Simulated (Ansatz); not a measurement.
The starting structures come from a database of crystals and need not be the phases stable at ambient conditions.

 Where the default PAW files enter, the runs use the earlier of Ansatz's two default sets.

Data:

```yaml
crystal:
  lattice:
    - [4.12333, 0.00000, 0.00000]
    - [0.00000, 7.00913, 0.00000]
    - [2.06167, 0.00000, 3.57091]
  atoms:
    - { symbol: Li, position: [0.33333, 0.89794, 0.33333] }
    - { symbol: Li, position: [0.66667, 0.39794, 0.66667] }
    - { symbol: B, position: [0.33333, 0.46220, 0.33333] }
    - { symbol: B, position: [0.66667, 0.96220, 0.66667] }
    - { symbol: H, position: [0.33333, 0.63510, 0.33333] }
    - { symbol: H, position: [0.66667, 0.13510, 0.66667] }
    - { symbol: H, position: [0.65451, 0.40326, 0.17275] }
    - { symbol: H, position: [0.82725, 0.90326, 0.82725] }
    - { symbol: H, position: [0.17275, 0.40326, 0.65451] }
    - { symbol: H, position: [0.34549, 0.90326, 0.82725] }
    - { symbol: H, position: [0.17275, 0.40326, 0.17275] }
    - { symbol: H, position: [0.82725, 0.90326, 0.34549] }
```

Space group of this cell: P6_3mc. The cell was relaxed by PBE-D3(BJ); by r2SCAN its mean pressure is 0.5 GPa.

Transport runs along the normal of the first two printed cell vectors, the (100) plane of the conventional cell.

The gap is the functional's own, uncorrected, and κ follows it; spin-orbit coupling is left out. Mid-gap values are interpolated between the computed energies.

**Question.** Estimate the band gap and the smallest decay constant κ at mid-gap that Ansatz (a first-principles code) with r2SCAN returns for this system.

**Answer.** Gap 7.29 eV on a 8×4×8 mesh; κ = 0.465 1/Å, at the zone centre.
